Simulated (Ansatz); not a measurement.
Consider the following.

```
WB
1.0
    0.00000     2.40208     2.40208
    2.40208     0.00000     2.40208
    2.40208     2.40208     0.00000
W B
1 1
Direct
  0.75000   0.75000   0.75000
  0.00000   0.00000   0.00000
```

No spin polarisation.

A single point on BP with a change (P → W), its geometry relaxed with PBEsol.

Method: r2SCAN in Ansatz (plane waves to 500 eV, PAW, without spin-orbit coupling), earlier PAW set. Settings: 17×17×17 k-points, 0.05 eV Fermi–Dirac smearing.

Question: What is the computed pressure?

Answer: 3.1 GPa.

Question: Estimate the band gap.

Answer: Zero.

Single points use the geometry relaxed with PBEsol. Whether these cells are dynamically stable was not tested. All final runs are without spin polarisation. The cell was made from BP by this change: P → W; the result is a hypothetical phase, not in the database extracts checked.

Ansatz is a program for electronic structure.
